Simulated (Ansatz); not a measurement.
Base system: W in the bcc (W type) structure (space group Im-3m, No. 229; a = 3.169 Å; relaxed with 0.1 eV smearing). Axes: x, y, z lie along the cube axes.

Method: DFT with r2SCAN, PAW potentials and a 500 eV plane-wave cutoff in Ansatz (a quantum-chemistry and plane-wave program), no spin-orbit coupling.

Strains are applied to the cell and any free atomic positions relax; under biaxial strain the out-of-plane vector relaxes too.

One change was made to it. Results:

```csv
quantity,base,after
energy relative to the base (free energy F),0 meV/atom,+30 meV/atom
shortest interatomic distance,2.744 Å,2.685 Å
"pressure (mean of the normal stresses, compression positive)",0.0 GPa,8.9 GPa
```

Name the change that was made.
A. strain tensor (xx, yy, zz, yz, xz, xy) = (+0.36, −2.30, −0.50, +1.43, +0.75, +1.38) %
B. biaxial strain −3.42 %, plane normal [001], relaxed out of plane
C. isotropic strain −5.83 %

A, strain tensor (xx, yy, zz, yz, xz, xy) = (+0.36, −2.30, −0.50, +1.43, +0.75, +1.38) %. For comparison, the energy relative to the base in the other runs: biaxial strain −3.42 %, plane normal [001], relaxed out of plane gives +74 meV/atom; isotropic strain −5.83 % gives +0.583 eV/atom.

Whether these cells are dynamically stable was not tested. All final runs are without spin polarisation.
